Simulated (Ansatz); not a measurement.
Take TiAl (space group P4/mmm, No. 123; a = 2.766 Å, c = 4.002 Å; relaxed with 0.1 eV smearing) as the base. Axes: x, y, z lie along a, b, c of the conventional cell.

All numbers come from plane-wave PAW DFT at the LDA level (Ansatz, a quantum-chemistry and plane-wave program, 420 eV), no SOC.

Perturbation: uniaxial strain ε_xx = +1.00 %, all other strain components held at zero; the atoms relax in the strained cell.

Q: Predict the stress tensor and what it implies for the stiffness.

A: Stress of the strained cell less that of the base (GPa, compression positive):
```
   -2.0     0.0     0.0
    0.0    -0.7     0.0
    0.0     0.0    -1.0
```

Then −Δσ_ii/ε with ε = 0.0100 gives relaxed-ion elastic constants: C11 ≈ 205 GPa, C12 ≈ 68 GPa and C13 ≈ 97 GPa.

Stability against distortions was not tested. The final runs are not spin-polarised.
